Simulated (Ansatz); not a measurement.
# TeO2 in the fluorite structure (space group Fm-3m, No. 225; a hypothetical phase, not in the database extracts checked)

```cif
data_O8Te4
_chemical_formula_sum 'Te4 O8'
_space_group_name_H-M_alt 'Fm-3m'
_space_group_IT_number 225
_space_group_name_Hall '-F 4 2 3'
_cell_length_a 5.38586
_cell_length_b 5.38586
_cell_length_c 5.38586
_cell_angle_alpha 90.000
_cell_angle_beta 90.000
_cell_angle_gamma 90.000
loop_
_atom_site_label
_atom_site_type_symbol
_atom_site_symmetry_multiplicity
_atom_site_Wyckoff_symbol
_atom_site_fract_x
_atom_site_fract_y
_atom_site_fract_z
_atom_site_occupancy
Te1 Te 4 a 0.00000 0.00000 0.00000 1
O1 O 8 c 0.25000 0.25000 0.25000 1
```
(The calculation used a cell of 3 atoms; values per cell refer to that cell.)

Method: Kohn–Sham DFT with the PBE functional, run in Ansatz (a program for electronic structure) with PAW and 420 eV plane waves, no spin-orbit coupling. k-mesh 11×11×11 (Γ-centred); smearing 0.05 eV (Fermi–Dirac).

| Item | Result |
|---|---|
| Volume per atom | 13.02 Å³ |
| Density | 6.79 g/cm³ |
| Band gap | 0.82 eV, indirect, L → Γ–X (60 % along) |
| Electron mass | 0.89 mₑ along k, 0.23 mₑ across |
| Hole mass | 0.98 mₑ along k, 1.3 mₑ across |
| Lowest conduction-band minima above the VBM | a point along ⟨100⟩, about 0.7 Å⁻¹ from Γ 0.82 eV; a point along ⟨110⟩, about 0.2 Å⁻¹ from Γ 1.82 eV |
| Total energy | -2703.949 eV/atom (σ→0; compares only within this code and set-up) |

With Te present, leaving out spin-orbit coupling can change the band edges. Effective masses come from finite differences of ±0.01 Å⁻¹. Along k means along the line from Γ to the band edge. Whether these cells are dynamically stable was not tested.
